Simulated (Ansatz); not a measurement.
What biaxial strain −1.02 %, plane normal [001], relaxed out of plane does to ZnS

Take ZnS in the wurtzite structure (space group P6_3mc, No. 186; a = 3.8070 Å, c = 6.2462 Å) as the base. Axes: x lies along a and z along c of the hexagonal cell.

Perturbation: compressive biaxial strain of 1.02 % in the plane normal to [001], as in epitaxy on a mismatched substrate; the out-of-plane cell vector and the atoms relax.

Computed with r2SCAN/PAW in Ansatz (a program for electronic structure), no spin-orbit coupling, earlier PAW set. Settings: 10×10×6 k-points, 0.05 eV Fermi–Dirac smearing.

```json
[
 {"quantity": "volume per atom", "base": "19.60 Å³", "changed": "19.32 Å³", "shift": "-0.28 Å³"},
 {"quantity": "space group", "base": "P6_3mc (No. 186)", "changed": "P6_3mc (No. 186)", "shift": "–"},
 {"quantity": "pressure (mean of the normal stresses, compression positive)", "base": "0.00 GPa", "changed": "1.12 GPa", "shift": "+1.12 GPa"},
 {"quantity": "band gap", "base": "2.77 eV", "changed": "2.78 eV", "shift": "+0.01 eV"},
 {"quantity": "gap character", "base": "direct at Γ", "changed": "direct at Γ", "shift": "–"},
 {"quantity": "electron mass", "base": "0.18 mₑ along c, 0.21 mₑ across (at Γ)", "changed": "0.17 mₑ out of plane, 0.21 mₑ in plane (at Γ)", "shift": "–"},
 {"quantity": "valence-band top at Γ (three highest levels, from the VBM)", "base": "0.00, 0.00, -0.08 eV", "changed": "0.00, 0.00, -0.18 eV", "shift": "–"},
 {"quantity": "out-of-plane strain", "base": "–", "changed": "+0.61 %", "shift": "–"},
 {"quantity": "ratio −ε⊥/ε∥", "base": "–", "changed": "0.59", "shift": "–"},
 {"quantity": "mean in-plane stress (compression positive)", "base": "–", "changed": "+1.7 GPa", "shift": "–"}
]
```

Cost of the whole job for the changed cell (relaxation, final SCF and bands): around 110 core-seconds (rough).

Masses are band curvatures over ±0.01 Å⁻¹ around the edge. No phonon test of stability was made.
